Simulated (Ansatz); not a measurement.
We look at the formation energy of Al_Ru in AlRu (CsCl type, Pm-3m). Reaction: 27 AlRu (CsCl type) + Al (fcc) → cell A + Ru (hcp).

Cell A: a supercell of 54 sites of AlRu (CsCl type, Pm-3m) with Al on a Ru site (8 Al at 2.73 Å and 6 Ru at 2.91 Å); spin state with PBE: run without spin, k-point mesh 4×4×4.
```
CELL_PARAMETERS angstrom
      9.01391     0.00000     0.00000
      0.00000     9.01391     0.00000
      0.00000     0.00000     9.01391
ATOMIC_POSITIONS crystal
  Al 0.00000 0.00000 0.00000
  Ru 0.16458 0.16458 0.16458
  Al 0.00000 0.00000 0.33506
  Ru 0.16695 0.16695 0.50000
  Al 0.00000 0.00000 0.66494
  Ru 0.16458 0.16458 0.83542
  Al 0.00000 0.33506 0.00000
  Ru 0.16695 0.50000 0.16695
  Al 0.00000 0.33442 0.33442
  Ru 0.17742 0.50000 0.50000
  Al 0.00000 0.33442 0.66558
  Ru 0.16695 0.50000 0.83305
  Al 0.00000 0.66494 0.00000
  Ru 0.16458 0.83542 0.16458
  Al 0.00000 0.66558 0.33442
  Ru 0.16695 0.83305 0.50000
  Al 0.00000 0.66558 0.66558
  Ru 0.16458 0.83542 0.83542
  Al 0.33506 0.00000 0.00000
  Ru 0.50000 0.16695 0.16695
  Al 0.33442 0.00000 0.33442
  Ru 0.50000 0.17742 0.50000
  Al 0.33442 0.00000 0.66558
  Ru 0.50000 0.16695 0.83305
  Al 0.33442 0.33442 0.00000
  Ru 0.50000 0.50000 0.17742
  Al 0.32534 0.32534 0.32534
  Al 0.50000 0.50000 0.50000
  Al 0.32534 0.32534 0.67466
  Ru 0.50000 0.50000 0.82258
  Al 0.33442 0.66558 0.00000
  Ru 0.50000 0.83305 0.16695
  Al 0.32534 0.67466 0.32534
  Ru 0.50000 0.82258 0.50000
  Al 0.32534 0.67466 0.67466
  Ru 0.50000 0.83305 0.83305
  Al 0.66494 0.00000 0.00000
  Ru 0.83542 0.16458 0.16458
  Al 0.66558 0.00000 0.33442
  Ru 0.83305 0.16695 0.50000
  Al 0.66558 0.00000 0.66558
  Ru 0.83542 0.16458 0.83542
  Al 0.66558 0.33442 0.00000
  Ru 0.83305 0.50000 0.16695
  Al 0.67466 0.32534 0.32534
  Ru 0.82258 0.50000 0.50000
  Al 0.67466 0.32534 0.67466
  Ru 0.83305 0.50000 0.83305
  Al 0.66558 0.66558 0.00000
  Ru 0.83542 0.83542 0.16458
  Al 0.67466 0.67466 0.32534
  Ru 0.83305 0.83305 0.50000
  Al 0.67466 0.67466 0.67466
  Ru 0.83542 0.83542 0.83542
```

Reference: Ru (hcp, P6₃/mmc), 2 atoms in the cell; spin state with PBE: run without spin, k-point mesh 30×30×14 on the run's own vectors. Conventional cell: a = b = 2.7219 Å, c = 4.2939 Å, α = β = 90.00°, γ = 120.00°.

Reference: AlRu (CsCl type, Pm-3m), 54 atoms in the cell, a perfect crystal on lattice vectors that match the other cells'; spin state with PBE: run without spin, k-point mesh 4×4×4 on the run's own vectors.

Reference: Al (fcc, Fm-3m), 1 atom in the cell, k-point mesh 26×26×26 on the run's own vectors. Conventional cell: a = b = c = 4.042 Å, α = β = γ = 90.00°.

All numbers come from Ansatz (a first-principles code), plane waves with PAW, its default PAW set, cutoff 500 eV. The structures are at rest with PBE, within the held lattices; other levels are single points on them. Neutral cells; Fermi-Dirac smearing of at most 0.10 eV in the solids, energies taken to zero width. The lattices are those relaxed with PBE, so at other levels the solids can be strained. Larger cells are relaxed from a start prepared with the learned potential CHGNet, on a coarser mesh till forces fall under 0.03 eV/Å, which some starts already meet. A dispersion term (D3(BJ), or D4 for r2SCAN) was computed beside these levels and is taken off wherever the name lacks it. Static lattices, no vibrational contributions. The structures are the rest points that the relaxations reached, not proven lowest. No correction for cell size. Mesh and cell size may move defect energies by 0.1 eV or more. The value holds for the reservoirs listed; other chemical potentials shift it. Cell A has symmetry Pm-3m and got no random move, so less symmetric positions, which may lie lower, weren't tried.

Question: Estimate the value that r2SCAN returns for this input.

Answer: -0.02 eV, for 27 AlRu (CsCl type) + Al (fcc) → cell A + Ru (hcp).
